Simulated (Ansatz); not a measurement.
The reference is Pt in the fcc (Cu type) structure (space group Fm-3m, No. 225; relaxed with 0.1 eV smearing).

```
CELL_PARAMETERS angstrom
      0.00000     1.97076     1.97076
      1.97076     0.00000     1.97076
      1.97076     1.97076     0.00000
ATOMIC_POSITIONS crystal
  Pt 0.00000 0.00000 0.00000
```

Cartesian axes are those of the cell as printed.

The values are results of Ansatz (an electronic-structure program), r2SCAN, PAW, cutoff 500 eV, without spin-orbit coupling, earlier PAW set, not measurements.

Strains are applied to the cell and any free atomic positions relax; under biaxial strain the out-of-plane vector relaxes too; under stress the whole cell relaxes.

One change was made to it. Results:

```tsv
quantity	base	after
energy relative to the base (free energy F)	0 meV/atom	+15 meV/atom
shortest interatomic distance	2.787 Å	2.698 Å
```

Problem. Which change produced these results?
A. isotropic strain −2.08 %
B. tensor shear ε_xz = −1.91 %
C. biaxial strain −2.26 %, plane normal [110], relaxed out of plane
D. tensor shear ε_xy = −3.18 %
E. uniaxial stress, 1 GPa tension along x

Solution. D, tensor shear ε_xy = −3.18 %. For comparison, the energy relative to the base in the other runs: biaxial strain −2.26 %, plane normal [110], relaxed out of plane gives +11 meV/atom; uniaxial stress, 1 GPa tension along x gives +0.3 meV/atom; isotropic strain −2.08 % gives +55 meV/atom; tensor shear ε_xz = −1.91 % gives +5.1 meV/atom.

Stability under load was not tested beyond the relaxation. The final runs are not spin-polarised.
